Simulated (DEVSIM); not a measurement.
Device: Cr/SiO2/n-GaAs capacitor, at 350 K.

Layer 1 from the left is SiO2, thickness (nm) 1.30. Layer 2 from the left is GaAs, thickness (nm) 3600, Nd (cm⁻³) 3.2e16.

Metal gate on the left, work function 4.5 eV. Fixed charge at the semiconductor interface 0 cm⁻² (in units of +e); no interface traps.

This is a model device: material constants are rounded textbook-type values typed into the input, and sizes, dopings and lifetimes were drawn at random. Values at 300 K; Nc and Nv go as T^1.5, mobilities as T to minus their exponent, the gap by Varshni's rule with the affinity fixed.

SiO2: gap (eV) 9, affinity (eV) 0.9, permittivity 3.9. GaAs: gap (eV) 1.424, affinity (eV) 4.07, permittivity 12.9, Nc (cm⁻³) 4.7e17, Nv (cm⁻³) 9e18, Varshni α (eV/K) 0.000541, Varshni β (K) 204.

DEVSIM, 1D Poisson equation in equilibrium, Boltzmann statistics, complete ionisation; no quantum confinement or tunnelling. Metal contacts follow the ideal Schottky-Mott rule: no Fermi-level pinning, no interface dipoles.

### Question
What does the simulation give for the minimum of the low-frequency capacitance?

### Answer
minimum of the low-frequency capacitance 0.0544 μF/cm².
